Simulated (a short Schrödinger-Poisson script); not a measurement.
System: gated Al0.4Ga0.6N/GaN polarisation-induced gas, at 300 K.

```tsv
layer	material	thickness (nm)	Na (cm⁻³)
1	Al0.4Ga0.6N	15	-
2	GaN	6000	9e14
```

The device is made up for the run: typed textbook-type constants, with dimensions and the other settings drawn at random. Al0.4Ga0.6N: permittivity 9.26, conduction-band edge (eV) 0.58, gap (eV) 4.258, electron mass (mₑ) 0.248, Nv at 300 K (cm⁻³) 4.6e19. GaN: permittivity 9.5, conduction-band edge (eV) 0, gap (eV) 3.43, Nv at 300 K (cm⁻³) 4.6e19.

Channel valleys (confinement mass, in-plane density-of-states mass, number): Γ 0.2, 0.2, 1. At the gate the conduction-band edge of layer 1 lies 1.36 eV − eVg above the Fermi level of the channel; the field vanishes at the back. Sheet of polarisation charge: +2e13 e/cm² at 15 nm from the gate. The barrier under the gate holds no holes. Gaps are held at their typed values at every temperature. Mesh 0.08 nm at interfaces.

From a short Schrödinger-Poisson script (our own, NumPy): 1D Poisson equation in equilibrium, electrons quantum, Hartree (BenDaniel-Duke, 40 states a valley, the channel's in-plane mass for all, wave functions free to enter the barrier), parabolic valleys, classical holes, full ionisation, no traps, pinning or gate leakage.

The same stack at other levels of the model or other numerical settings:

```tsv
run	sheet density of all electrons at Vg = 0.5 V (cm⁻²)	sheet density of all electrons at Vg = -3 V (cm⁻²)	capacitance at Vg = 0.5 V (μF/cm²)	centroid of the channel electrons at Vg = 0.5 V (nm)	rough cost against the base
base	1.72e13	6.02e12	0.520	1.84	about 1
electrons treated as classical, Boltzmann	?	6.54e12	0.540	0.64	0.02
electrons treated as classical, Fermi-Dirac	1.72e13	6.18e12	?	?	0.10
electrons treated as quantum, Hartree plus LDA exchange-correlation	1.73e13	6.15e12	0.521	1.68	2
mesh six times as coarse	1.71e13	6.02e12	0.520	1.77	0.2
one subband a valley	1.71e13	6.00e12	0.516	1.31	0.5
```

**Question.** What belongs in the gaps?

**Answer.** 
- electrons treated as classical, Fermi-Dirac, capacitance at Vg = 0.5 V (μF/cm²): 0.508
- electrons treated as classical, Fermi-Dirac, centroid of the channel electrons at Vg = 0.5 V (nm): 1.63
- electrons treated as classical, Boltzmann, sheet density of all electrons at Vg = 0.5 V (cm⁻²): 1.83e13

The classical rows ignore confinement, and Boltzmann statistics overrate the density once the band edge passes the Fermi level.
